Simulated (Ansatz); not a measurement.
The starting structures come from a database of crystals and need not be the phases stable at ambient conditions.

 Where the default PAW files enter, the runs use the earlier of Ansatz's two default sets.

Here is the system:

```yaml
crystal:
  lattice:
    - [4.76599, 0.00000, 0.00000]
    - [0.00000, 4.76599, 0.00000]
    - [0.00000, 0.00000, 4.76599]
  atoms:
    - { symbol: Si, position: [0.83524, 0.66476, 0.66476] }
    - { symbol: Si, position: [0.66476, 0.33524, 0.16476] }
    - { symbol: Si, position: [0.33524, 0.83524, 0.33524] }
    - { symbol: Si, position: [0.16476, 0.16476, 0.83524] }
    - { symbol: Os, position: [0.12283, 0.37717, 0.37717] }
    - { symbol: Os, position: [0.37717, 0.62283, 0.87717] }
    - { symbol: Os, position: [0.62283, 0.12283, 0.62283] }
    - { symbol: Os, position: [0.87717, 0.87717, 0.12283] }
```

Space group of this cell: P2_13. The cell is taken as given; by r2SCAN its mean pressure is -0.9 GPa.

Transport runs along the normal of the first two printed cell vectors, the (001) plane of the conventional cell.

No gap correction and no spin-orbit coupling; mid-gap values are interpolated between computed energies.

**Question.** State the band gap and the smallest decay constant κ at mid-gap according to r2SCAN run with Ansatz (a program for electronic structure).

**Answer.** Gap 0.66 eV on a 6×6×6 mesh; κ = 0.186 1/Å, at the zone centre.
